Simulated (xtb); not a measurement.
xtb 6.7.1, GFN2-xTB: Fe(OH)(nacnac)(NH3)2 (CC1=CC(C)=[N](C)->[Fe](<-[NH3])(<-[NH3])([OH])[N]1C), charge 0, multiplicity 5, 33 atoms. The geometry is a generated start, not checked to be a minimum at this level.

method: GFN2-xTB
--acc: 1 (default)
--etemp (K): 300 (default)
detailed input (--input): none: ANC optimiser, Lindh (1995) Hessian, microcycle=20, maxdispl=1.0, hlow=0.01 (default)
basis functions: 78
valence electrons: 82

Charge 0 and multiplicity 5 are set for this test and not shown to be the ground state. GFN-xTB has no spin term: --uhf 4 sets the occupations alone.

The structure is relaxed from this start with --opt LEVEL for the levels crude, sloppy, loose, lax, normal, tight, vtight, extreme, once each. Up to the end of the extreme run atoms move by at most 1.3 Å along an axis.

Problem. Which level is enough to come within 5 meV of the tightest end point?

Solution. lax: 52 cycles against 94, ending 3.6 meV above.

```json
[
 {"level": "crude", "cycles": "1", "energy above the extreme run (meV)": "88", "gradient norm (eV/Å)": "0.19"},
 {"level": "sloppy", "cycles": "1", "energy above the extreme run (meV)": "88", "gradient norm (eV/Å)": "0.19"},
 {"level": "loose", "cycles": "1", "energy above the extreme run (meV)": "88", "gradient norm (eV/Å)": "0.19"},
 {"level": "lax", "cycles": "52", "energy above the extreme run (meV)": "3.6", "gradient norm (eV/Å)": "0.089"},
 {"level": "normal", "cycles": "58", "energy above the extreme run (meV)": "0.90", "gradient norm (eV/Å)": "0.030"},
 {"level": "tight", "cycles": "68", "energy above the extreme run (meV)": "0.23", "gradient norm (eV/Å)": "0.0062"},
 {"level": "vtight", "cycles": "90", "energy above the extreme run (meV)": "under 0.01", "gradient norm (eV/Å)": "0.0013"},
 {"level": "extreme", "cycles": "94", "energy above the extreme run (meV)": "—", "gradient norm (eV/Å)": "0.0012"}
]
```
